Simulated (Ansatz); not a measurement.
Input and output of a relaxation of cell and atoms for RbCrSe2 (R3m, 4 atoms in the cell) (Ansatz, an electronic-structure program).

Level of theory: PBEsol, PAW files made with PBE (plane waves; Ansatz).

```
RbCrSe2
1.0
    1.92733     1.11274     7.74430
   -1.92733     1.11274     7.74430
    0.00000    -2.22549     7.74430
Rb Cr Se
1 1 2
Cartesian
  0.00000   0.00000   3.85480
  0.00000   0.00000  23.18057
  0.00000   0.00000   9.02815
  0.00000   0.00000  14.11267
```
Moments meant for the start (each program seeds them in its own way; μB, in the order of the atoms Rb Cr Se Se): 0.0 3.0 0.0 0.0.

Reference input (self-consistent single point, DFT, PBEsol, plane waves, PAW files made with PBE): kpoints.mp_grid.grid = 4 4 4; hamiltonian.xc = pbesol; hamiltonian.pseudopotentials = {kind: paw} (the program's default PAW files); magnetization.spin_polarized = true; scf.occupations.method = fermi_dirac; scf.occupations.width = 0.01 eV. This run's input differs from it in these lines:

```diff
@@ -19,2 +19,4 @@
   occupations: { method: fermi_dirac, width: 0.01 }
+relax:
+  cell: {}
 output:
```

The program printed (abridged):

```
   [... SCF lines of the steps left out ...]
relax step   1: F+E_penalty+E_count = -17417.59319816 eV  Δ(F+E_penalty+E_count) = +0.000e0 eV  max|allowed force component| = 3.036e-1 eV/Å  Δτ_max = 0.0000 Å  P = -2.378 GPa  Ω = 99.652 Å³  (13 SCF iters, dr2 threshold 1.00e-7 eV, accepted)
relax step   2: F+E_penalty+E_count = -17417.62334871 eV  Δ(F+E_penalty+E_count) = -3.015e-2 eV  max|allowed force component| = 2.524e-1 eV/Å  Δτ_max = 0.0422 Å  P = +0.264 GPa  Ω = 95.880 Å³  energy of the carried Pulay correction = +3.108e-4 eV  [...]
relax step   3: F+E_penalty+E_count = -17417.63008008 eV  Δ(F+E_penalty+E_count) = -6.731e-3 eV  max|allowed force component| = 4.936e-2 eV/Å  Δτ_max = 0.0356 Å  P = +0.089 GPa  Ω = 95.196 Å³  energy of the carried Pulay correction = +3.684e-4 eV  [...]
relax step   4: F+E_penalty+E_count = -17417.63055444 eV  Δ(F+E_penalty+E_count) = -4.744e-4 eV  max|allowed force component| = 1.680e-3 eV/Å  Δτ_max = 0.0076 Å  P = -0.021 GPa  Ω = 95.561 Å³  energy of the carried Pulay correction = +3.376e-4 eV  [...]
relax step   5: F+E_penalty+E_count = -17417.63019946 eV  Δ(F+E_penalty+E_count) = +3.550e-4 eV  max|allowed force component| = 1.470e-3 eV/Å  Δτ_max = 0.0000 Å  P = -0.019 GPa  Ω = 95.561 Å³  stress off target by 2.96e-2 GPa  SCF on the basis [...]
basis re-selected at this cell: Δ(F+E_penalty+E_count) = +3.550e-4 eV, ΔP = +0.002 GPa vs the last step
the relaxation is at rest under the 6 symmetry operations that the run kept from its start: a minimum is not shown …
the relaxation's final electronic state is not compared with the one that a single-point calculation of its input finds at the relaxed geometry …
Magnetization: 3.0000 μB (29.0000 up, 26.0000 down)
   [... lines left out ...]
Absolute magnetization: 3.5196 μB (∫|ρ↑−ρ↓|, with the PAW one-centre terms)
Free energy (F): -17417.630199 eV
Fermi energy:    9.022453 eV
  cell:  # Å, volume = 95.5612 Å³
   [... lines left out ...]
  atoms:
    - { symbol: Rb, position: [0.16625715286903311, 0.16625715286903311, 0.16625715286903311] }
    - { symbol: Cr, position: [0.9975845902543458, 0.9975845902543458, 0.9975845902543458] }
    - { symbol: Se, position: [0.3880385892262352, 0.3880385892262352, 0.38803858922623524] }
    - { symbol: Se, position: [0.6078226676503862, 0.6078226676503862, 0.6078226676503863] }
```

The run converged. 

Summary of the result:
- Free energy E − TS (on the zero of these files) = -17417.6302 eV
- Top of the valence band (on the code's own zero) = 8.47 eV
- Gap on the k-point mesh = 1.11 eV
- Pressure = -0.02 GPa
- Largest force (vector length) = 0.001 eV/Å
- Size of the cell's spin moment = 3.00 μB
- Final cell = a = 7.8901 Å, b = 7.8901 Å, c = 7.8901 Å, α = 27.99°, β = 27.99°, γ = 27.99°
- Final volume per atom = 23.89 Å³
- Relaxation steps = 5

The starting cell comes from a database of computed structures (which also holds hypothetical and non-ambient phases and stackings), without a prior relaxation at this level. With one magnetic atom in the cell only a parallel order is possible. The relaxation keeps the symmetry of its start, so its end need not be a minimum. Ansatz's pressure includes its estimate of the finite-basis (Pulay) stress.

Cost on one core of a shared machine: roughly 40 s.

Keys are those of Ansatz 0.2.
